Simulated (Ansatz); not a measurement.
Results of r²SCAN in Ansatz (plane waves, PAW) for Se (P2₁/c, No. 14, 32 atoms in the cell; start mp-542605).

Run with plane-wave cutoff 560 eV, 4×4×2 k mesh (along the axes of the cell as run), Fermi–Dirac smearing 0.01 eV, scalar-relativistic PAW data made under PBE.

Cell (relaxed at this level):

```cif
data_Se32
_chemical_formula_sum 'Se32'
_space_group_name_H-M_alt 'P 1'
_space_group_IT_number 1
_cell_length_a 9.62362
_cell_length_b 8.31759
_cell_length_c 13.26212
_cell_angle_alpha 90.000
_cell_angle_beta 93.304
_cell_angle_gamma 90.000
loop_
_space_group_symop_operation_xyz
  'x, y, z'
loop_
_atom_site_label
_atom_site_type_symbol
_atom_site_fract_x
_atom_site_fract_y
_atom_site_fract_z
_atom_site_occupancy
Se1 Se 0.57317 0.31367 0.41126 1
Se2 Se 0.42683 0.68633 0.58874 1
Se3 Se 0.42683 0.81367 0.08874 1
Se4 Se 0.57317 0.18633 0.91126 1
Se5 Se 0.75797 0.23183 0.52150 1
Se6 Se 0.24203 0.76817 0.47850 1
Se7 Se 0.24203 0.73183 0.97850 1
Se8 Se 0.75797 0.26817 0.02150 1
Se9 Se 0.76125 0.40199 0.66304 1
Se10 Se 0.23875 0.59801 0.33696 1
Se11 Se 0.23875 0.90199 0.83696 1
Se12 Se 0.76125 0.09801 0.16304 1
Se13 Se 0.94033 0.58744 0.64271 1
Se14 Se 0.05967 0.41256 0.35729 1
Se15 Se 0.05967 0.08744 0.85729 1
Se16 Se 0.94033 0.91256 0.14271 1
Se17 Se 0.83478 0.82650 0.58471 1
Se18 Se 0.16522 0.17350 0.41529 1
Se19 Se 0.16522 0.32650 0.91529 1
Se20 Se 0.83478 0.67350 0.08471 1
Se21 Se 0.85128 0.83509 0.40840 1
Se22 Se 0.14872 0.16491 0.59160 1
Se23 Se 0.14872 0.33509 0.09160 1
Se24 Se 0.85128 0.66491 0.90840 1
Se25 Se 0.63745 0.74545 0.33637 1
Se26 Se 0.36255 0.25455 0.66363 1
Se27 Se 0.36255 0.24545 0.16363 1
Se28 Se 0.63745 0.75455 0.83637 1
Se29 Se 0.66804 0.47660 0.28875 1
Se30 Se 0.33196 0.52340 0.71125 1
Se31 Se 0.33196 0.97660 0.21125 1
Se32 Se 0.66804 0.02340 0.78875 1
```

Question: Give the computed band gap.

Answer: 
- band gap = 1.64 eV (on the SCF k mesh)

Note: the relaxation could not lower the start's symmetry, so the cell can be a saddle point above a distorted one.

Spin–orbit coupling is not included.

A start named mp-… is a Materials Project structure, which need not be a measured phase.

Ansatz is an electronic-structure program.
